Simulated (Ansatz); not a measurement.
Functionals compared on a constructed model of the (100) surface of fcc Pt, a pseudomorphic layer of Zr in the host's stacking (bottom of the slab: a bare face, its two planes held), in Ansatz (plane waves, PAW). The structure was relaxed with PBE; the other rows are single points on it. Cutoff 420 eV (500 eV for r2SCAN).

Model: 7-atom slab, 12.5 Å thick at the start, 13x13x1 mesh, Fermi-Dirac 0.1 eV, dipole correction, 2 atoms held, the rest relaxed; symmetry of the start imposed; no spin, no spin-orbit, no U. It is one candidate, not shown to be the stable structure of the face. These notes are the PBE run's.

| functional | work function of the top face (eV) | rough cost of the single point |
|---|---|---|
| PBE | 4.32 | – |
| RPBE | ___ | roughly 40 core-seconds |
| r2SCAN | 4.37 | roughly 100 core-seconds |

Some entries are withheld; supply them.


- RPBE, work function of the top face (eV): 4.17

Ansatz is an electronic-structure program.
